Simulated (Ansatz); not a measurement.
## Pd, element substitutions

Base system: Pd in the fcc (Cu type) structure (space group Fm-3m, No. 225; a = 3.8757 Å).

Each row replaces one element on all its sites; cell and atoms are relaxed.

Level of theory: Ansatz (a program for electronic structure) PBEsol, no spin-orbit coupling.

Candidates:
(a) Pd → Ni
(b) Pd → Ir
(c) Pd → Re

Base values:

| Item | Result |
|---|---|
| Lattice parameter a | 3.876 Å |

Task: Order them by lattice parameter a, highest first.

Result: (c) Pd → Re (3.880 Å), (b) Pd → Ir (3.830 Å), (a) Pd → Ni (3.463 Å)

The magnetic state is the one reached from the starting moments; the real material's order can differ, and small cells can't hold many antiferromagnetic ones. Stability against distortions was not tested. Spin-polarised in the final run: Ni; the other runs are not. This is not the structure that Re has at room temperature and ambient pressure.
